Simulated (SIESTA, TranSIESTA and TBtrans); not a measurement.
System: Ir chain bridged by a linear C2 unit along the axis. Leads: straight Ir chain, spacing 2.3 Å. Geometry: 4 atoms about the centre moved by SIESTA (PBE, DZP) to a largest force of 0.02 eV/Å, all others as built, motion along the axis alone. Transport runs along z; the first 6 and the last 6 of the 22 atoms are the lead cells, repeated to infinity.

```xyz
22
Lattice="9.000 0.000 0.000 0.000 9.000 0.000 0.000 0.000 48.540" Properties=species:S:1:pos:R:3 pbc="F F T"
Ir     4.500     4.500     0.000
Ir     4.500     4.500     2.300
Ir     4.500     4.500     4.600
Ir     4.500     4.500     6.900
Ir     4.500     4.500     9.200
Ir     4.500     4.500    11.500
Ir     4.500     4.500    13.800
Ir     4.500     4.500    16.100
Ir     4.500     4.500    18.400
Ir     4.500     4.500    20.661
C      4.500     4.500    22.468
C      4.500     4.500    23.773
Ir     4.500     4.500    25.580
Ir     4.500     4.500    27.840
Ir     4.500     4.500    30.140
Ir     4.500     4.500    32.440
Ir     4.500     4.500    34.740
Ir     4.500     4.500    37.040
Ir     4.500     4.500    39.340
Ir     4.500     4.500    41.640
Ir     4.500     4.500    43.940
Ir     4.500     4.500    46.240
```
Starting moments (μB): atom 7 +1, atom 8 +1, atom 9 +1, atom 10 +1, atom 13 +1, atom 14 +1, atom 15 +1, atom 16 +1; lead atoms +1 (left) and +1 (right).

Run with TranSIESTA and TBtrans (open boundaries, self-consistent; PseudoDojo norm-conserving potentials, scalar-relativistic): Spin polarized, PAO.BasisSize DZP, PAO.EnergyShift 0.15 eV, XC.Authors PBE, Mesh.Cutoff 200 Ry, ElectronicTemperature 300 K, TS.Voltage 0.0 eV, TBT.Elecs.Eta 0.001 eV.

Energies count from the leads' Fermi level. Transmissions are for each spin. The energy step is 0.01 eV; narrower resonances are cut or missed.

```tsv
E (eV)	T up	T down
-0.20	2.25	2.18
-0.15	2.25	2.18
-0.10	2.25	2.18
-0.05	2.25	2.19
0.00	2.25	2.19
0.05	2.24	2.20
0.10	2.24	2.20
0.15	2.24	2.21
0.20	2.24	2.22
```

Give the zero-bias conductance in μS and the resistance at 300 K.

At the Fermi level the mean of both spins is (2.25 + 2.19)/2 = 2.22. Averaged with −∂f/∂E over the full grid (kT = 25.9 meV) it is 2.22. With G0 = 2e²/h = 77.48 μS, G = 172 μS and R = 1/G = 5.81 kΩ.

The eigenchannels at the Fermi level (both spins) transmit 0.998, 0.998, 0.248, 0.996, 0.996, 0.200. What Fano factor of the shot noise follows at low temperature and bias?

F = Σ τ(1 − τ)/Σ τ = 0.358/4.44 = 0.08.

The magnetic order of the leads was set by the start, and no other order was tried; the separate lead runs end at 0.77 (left) and 0.77 (right) μB an atom. The straight chain is held at its spacing; free chains may zigzag or dimerise. Spin-orbit coupling, left out here, matters for the heavy atoms.
